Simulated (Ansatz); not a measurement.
Functionals compared on O on the 1x1 (100) surface of beta Ga2O3 (cut with top plane Ga + 2 O), one in a 2x1 cell, started at the site 'hollow Ga over Ga at depth 9.3 Å', in Ansatz (plane waves, PAW). The structure was relaxed with PBE; the other rows are single points on it, each with its references at the same level. Cutoff 420 eV (500 eV for r2SCAN). The points keep PBE's geometry, so the relaxation of a polaron and the settling of charge on one site are left out.

Host crystal: beta Ga2O3, with a band gap (PBE, scalar-relativistic without spin-orbit coupling).

Slab: 41 atoms, 10.2 Å thick at the start under the adsorbate (thin: gaps and levels are the slab's own); k 3x4x1, smearing 0.01 eV, dipole-corrected; 20 atoms held, the rest relaxed; held to the start's symmetry, so lower structures may exist; spin-polarised, ending with about 2.0 μB a cell; orders that need a larger cell were not tried, no spin-orbit, no U, no dispersion correction. At the end it is bonded to Ga. In PBE it is, or lies within 0.03 eV of, the lowest of the starts that converged. These notes are the PBE run's. RPBE: The program's check for a lower electronic state was not made. r2SCAN: The program's check for a lower electronic state was not made. Adsorption energies are against ½ O2(g). A negative adsorption energy means that the adsorbate is more stable on the surface than in its reference.

```json
[
 {"functional": "PBE", "adsorption energy (eV)": "2.24", "magnetic moment of the cell (μB)": "2.00"},
 {"functional": "RPBE", "adsorption energy (eV)": "2.32", "magnetic moment of the cell (μB)": "2.00"},
 {"functional": "r2SCAN", "adsorption energy (eV)": "2.04", "magnetic moment of the cell (μB)": "2.00"}
]
```

Ansatz is a quantum-chemistry and plane-wave program.
